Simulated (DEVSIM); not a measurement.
Device: Cr/Si3N4/p-Si capacitor, at 300 K.

```tsv
layer (left to right)	material	thickness (nm)	Na (cm⁻³)
1	Si3N4	4.60	-
2	Si	8700	4.4e15
```

Metal gate on the left, work function 4.5 eV. Fixed charge at the semiconductor interface -2e10 cm⁻² (in units of +e); interface traps 3e11 cm⁻² eV⁻¹, uniform in energy, neutral level at 0.3 of the gap above the valence band.

Constants are typed, rounded textbook-type inputs, not results; the design itself was drawn at random and stands for no fabricated device. Values at 300 K.

```tsv
parameter	Si3N4	Si
gap (eV)	5.1	1.124
affinity (eV)	2.1	4.05
permittivity	7.5	11.7
Nc (cm⁻³)	-	2.86e19
Nv (cm⁻³)	-	3.1e19
```

Simulated with DEVSIM: 1D Poisson equation in equilibrium, Boltzmann statistics, complete ionisation; no quantum confinement or tunnelling. Metal contacts follow the ideal Schottky-Mott rule: no Fermi-level pinning, no interface dipoles.

Question: Give the band bending (positive: bands bend down) and minority sheet density.

Answer: 
```json
[
 {"Vg (V)": "-1", "ψs (V)": "-0.223", "minority carriers (cm⁻²)": "< 1e8"},
 {"Vg (V)": "-0.7", "ψs (V)": "-0.158", "minority carriers (cm⁻²)": "< 1e8"},
 {"Vg (V)": "-0.4", "ψs (V)": "0.041", "minority carriers (cm⁻²)": "< 1e8"},
 {"Vg (V)": "-0.1", "ψs (V)": "0.321", "minority carriers (cm⁻²)": "< 1e8"},
 {"Vg (V)": "0.2", "ψs (V)": "0.606", "minority carriers (cm⁻²)": "3.8e8"},
 {"Vg (V)": "0.5", "ψs (V)": "0.826", "minority carriers (cm⁻²)": "6.3e11"},
 {"Vg (V)": "0.8", "ψs (V)": "0.891", "minority carriers (cm⁻²)": "2.7e12"}
]
```
